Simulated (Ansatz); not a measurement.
Input and output of a self-consistent single point for WSi2 (I4/mmm, 3 atoms in the cell) (Ansatz, a first-principles code).

Computed with PBE with spin-orbit coupling (plane waves, PAW; Ansatz).

```
CELL_PARAMETERS angstrom
     -1.61078     1.61078     3.92909
      1.61078    -1.61078     3.92909
      1.61078     1.61078    -3.92909
ATOMIC_POSITIONS crystal
  Si 0.66500 0.66500 0.00000
  Si 0.33500 0.33500 0.00000
  W  0.00000 0.00000 0.00000
```

Reference input (self-consistent single point, DFT, PBE, plane waves, default PAW files): kpoints.mp_grid.grid = 10 10 10; hamiltonian.xc = pbe; hamiltonian.pseudopotentials = {kind: paw} (the program's default PAW files); scf.occupations.method = fermi_dirac; scf.occupations.width = 0.136 eV. This run's input differs from it in these lines:

Ansatz 0.2 input:
```diff
@@ -14,2 +14,5 @@
   pseudopotentials: { kind: paw }
+magnetization:
+  noncollinear: true
+  spin_orbit: true
 scf:
```

The program printed (abridged):

```
SCF iter   1: F=—  HF=-11682.342652 eV  |F-HF|=—  |Δ(HF+E_count)|=         —  Δρ=4.90e-2  dr2=1.01e0  dr2_m=0.00e0 (ungated)  ethr=3.10e-3  |M|=0.00e0 ∫|m|=0.00e0 μB  |m|>n=0.0e0 m-floor=0.0e0 τ_xc=0.0e0  β_m=0.30  ⟨swp⟩=5.7  Hψ=7942  notcnv=0
all-band conjugate gradients solve this SCF's bands
preconditioner: auto → Kerker (q_TF=auto, 2.462 Å⁻¹)
spin=Noncollinear: Kerker preconditioning applied to the charge; magnetization (m_x, m_y, m_z) channels mix plain (no charge-response kernel on spin).
   [... lines left out ...]
SCF iter   6: F=—  HF=-11682.070634 eV  |F-HF|=—  |Δ(HF+E_count)|=   3.61e-5  Δρ=2.70e-5  dr2=3.20e-7  dr2_m=0.00e0 (ungated)  ethr=2.88e-8  |M|=0.00e0 ∫|m|=0.00e0 μB  |m|>n=0.0e0 m-floor=0.0e0 τ_xc=0.0e0  β_m=0.97  ⟨swp⟩=2.6  Hψ=2387  notcnv=0
SCF iter   7: F=-11682.070634 eV  HF=-11682.070634 eV  |F-HF|=1.26e-9  |Δ(HF+E_count)|=   2.28e-8  Δρ=3.66e-6  dr2=5.45e-9  dr2_m=0.00e0 (ungated)  ethr=4.55e-10  |M|=0.00e0 ∫|m|=0.00e0 μB  |m|>n=0.0e0 m-floor=0.0e0 τ_xc=0.0e0  ⟨swp⟩=5.8  Hψ=6372  notcnv=0
SCF 1 converged in 7 iterations: F = -11682.070634 eV  dr2 = 5.45e-9
Magnetization: |M| = 0.0000 μB,  M = (+0.0000, +0.0000, +0.0000) μB
Absolute magnetization: 0.0000 μB (∫|m|)
  site 0: m = (+0.0000, +0.0000, +0.0000) μB, |m| = 0.0000 μB  (R = 1.07 Å)
  site 1: m = (+0.0000, +0.0000, +0.0000) μB, |m| = 0.0000 μB  (R = 1.07 Å)
  site 2: m = (+0.0000, +0.0000, +0.0000) μB, |m| = 0.0000 μB  (R = 1.08 Å)
Free energy (F): -11682.070634 eV
Internal energy: -11682.044930 eV  (E = F + TS)
E sigma→0 (E₀):  -11682.057782 eV
Entropy (-TS):   -0.025704 eV (-8.568 meV/atom)
Fermi energy:    16.614969 eV
--- Forces (eV/Å), atoms counted from 1 ---
  atom   1  Si    -0.00000000    -0.00000000     0.10572828
  atom   2  Si     0.00000000    -0.00000000    -0.10572828
  atom   3  W      0.00000000    -0.00000000     0.00000000
--- Stress (GPa, compression-positive) ---
        1.459283       0.000000      -0.000000
        0.000000       1.459283       0.000000
       -0.000000       0.000000       1.321670
  P = ⅓ Tr σ = 1.4134 GPa (14.134 kbar)
  The stress holds the Pulay correction. Without it, at fixed plane waves, as pw.x and ABINIT print it: P = 1.3651 GPa
```

The run converged in 7 iterations. Against the reference run the pressure hardly changes (1.49 to 1.41 GPa) and the largest force goes from 0.096 to 0.106 eV/Å.

The starting cell has typed, rounded lattice constants, without a prior relaxation at this level. Its lattice was rescaled by a random factor within 2.5 % of one. Ansatz's pressure includes its estimate of the finite-basis (Pulay) stress.
